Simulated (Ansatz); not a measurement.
**Nb₂BS (space group P6_3/mmc, No. 194; a cell from a computed database, its experimental status unchecked)**

Nb2BS has the hexagonal space group P6₃/mmc (No. 194), Pearson symbol hP8. Lattice parameters: a = 3.3274 Å, b = 3.3274 Å, c = 11.5093 Å, α = 90.00°, β = 90.00°, γ = 120.00°. Nb on 4f has 3 B at 2.251 Å and 3 S at 2.568 Å and 3 Nb at 3.034 Å and 6 Nb at 3.327 Å. B on 2a is coordinated by 6 Nb at 2.251 Å (octahedral). S on 2d sees 6 Nb at 2.568 Å (trigonal prismatic). (Neighbours: up to the widest gap in distance over summed covalent radii, below 1.35, at either atom; cation-cation and far metal-metal contacts left out.)

Computed with Kohn–Sham DFT with the PBEsol functional, run in Ansatz (a program for electronic structure) with PAW and 420 eV plane waves, without spin-orbit coupling. k-mesh 16×16×4 (Γ-centred); smearing 0.05 eV (Fermi–Dirac).

```yaml
volume_per_atom: 13.79 Å³
density: 6.88 g/cm³
band_gap: zero
total_energy: -2508.096 eV/atom (σ→0; compares only within this code and set-up)
```

Whether these cells are dynamically stable was not tested. The final runs are not spin-polarised.
